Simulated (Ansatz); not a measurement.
**Mo: Mo → Rh**

Base system: Mo in the bcc (W type) structure (space group Im-3m, No. 229; a = 3.130 Å).

It is then changed as follows: full substitution Mo → Rh, then cell and atoms are relaxed.

Computed with plane-wave PAW DFT at the PBEsol level (Ansatz, a program for electronic structure, 420 eV), no spin-orbit coupling, earlier PAW set. Settings: 21×21×21 k-points, 0.05 eV Fermi–Dirac smearing.

| quantity | base | changed | shift |
|---|---|---|---|
| volume per atom | 15.33 Å³ | 13.90 Å³ | -1.43 Å³ |
| density | 10.39 g/cm³ | 12.30 g/cm³ | +1.901 g/cm³ |
| lattice parameter a | 3.130 Å | 3.029 Å | -0.1005 Å |
| space group | Im-3m (No. 229) | Im-3m (No. 229) | – |
| shortest interatomic distance | 2.710 Å | 2.623 Å | -0.087 Å |
| band gap | zero | zero | – |

Final structure:

```yaml
crystal:
  lattice:
    - [-1.51460, 1.51460, 1.51460]
    - [1.51460, -1.51460, 1.51460]
    - [1.51460, 1.51460, -1.51460]
  atoms:
    - { symbol: Rh, position: [0.00000, 0.00000, 0.00000] }
```

No phonon test of stability was made. For Rh in this form, whether it has been made was not checked. All final runs are without spin polarisation. Rh has a high density of states at the Fermi level and may be magnetic at this level. This is not the structure that Rh has at room temperature and ambient pressure.
